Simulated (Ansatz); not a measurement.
**Co2Si (space group Pnma, No. 62; weakly magnetic (sensitive to the mesh))**

```cif
data_Co8Si4
_chemical_formula_sum 'Co8 Si4'
_space_group_name_H-M_alt 'Pnma'
_space_group_IT_number 62
_space_group_name_Hall '-P 2ac 2n'
_cell_length_a 4.80782
_cell_length_b 3.66941
_cell_length_c 6.97306
_cell_angle_alpha 90.000
_cell_angle_beta 90.000
_cell_angle_gamma 90.000
loop_
_atom_site_label
_atom_site_type_symbol
_atom_site_symmetry_multiplicity
_atom_site_Wyckoff_symbol
_atom_site_fract_x
_atom_site_fract_y
_atom_site_fract_z
_atom_site_occupancy
Co1 Co 4 c 0.03830 0.25000 0.71885 1
Co2 Co 4 c 0.17308 0.25000 0.06504 1
Si1 Si 4 c 0.19950 0.25000 0.39484 1
```

The values are results of Ansatz (a quantum-chemistry and plane-wave program), PBEsol, PAW, cutoff 420 eV, no spin-orbit coupling, not measurements. Settings: 8×10×6 k-points, 0.05 eV Fermi–Dirac smearing.

| Item | Value |
|---|---|
| Volume per atom | 10.25 Å³ |
| Density | 7.88 g/cm³ |
| Band gap | zero |
| Magnetic state | weakly magnetic (sensitive to the mesh) |
| Total energy | -3603.029 eV/atom (σ→0; compares only within this code and set-up) |

The magnetic state is the one reached from the starting moments; the real material's order can differ, and small cells can't hold many antiferromagnetic ones. Stability against distortions was not tested. Seeded moments were not kept for the base.
